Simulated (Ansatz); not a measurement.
Spacing of the highest filled and lowest empty level at the zone centre in eight small model glasses of hand-chosen composition and density, fast-quenched (anions pushed apart in CHGNet runs), each at its PBE geometry, by PBE and by r2SCAN (Ansatz, a quantum-chemistry and plane-wave program, plane waves, PAW). The cells are the first eight to finish that balance their formal charges, show no moments and no lower geometry on charging where those were tested, and have a gap at both levels; defect levels can set the spacings.

```tsv
cell	quench by	pressure (GPa)	levels at the gap	PBE (eV)	experiment, tabulated (eV)
Si24O49Zn	CHGNet	-0.4	localised at the filled edge	4.63	-
Ga24O39Sc2	CHGNet	-0.9	localised at the filled edge	1.90	-
Si30N44Ti3	CHGNet	0.1	localised at both edges	1.65	-
Hf18O37Ca	CHGNet	1.4	localised at the filled edge	4.02	-
Hf18O37Mg	CHGNet	0.1	localised at the filled edge	3.81	-
Zr20O43Mo	CHGNet	-2.3	localised at both edges	2.53	-
Hf18O39Mo	CHGNet	0.0	localised at both edges	2.34	-
Zr20O43La2	CHGNet	0.0	localised at the filled edge	3.71	-
```

### Question
What does r2SCAN give, and how does it move these values against PBE?

### Answer
Si24O49Zn 5.23, Ga24O39Sc2 2.43, Si30N44Ti3 1.95, Hf18O37Ca 4.50, Hf18O37Mg 4.26, Zr20O43Mo 2.79, Hf18O39Mo 2.61, Zr20O43La2 4.17 eV. It raises them by +0.26 to +0.59 eV, +0.42 eV on average. A straight line through the eight gives r2SCAN = 1.07 × PBE +0.21 eV, with a scatter of 0.09 eV.
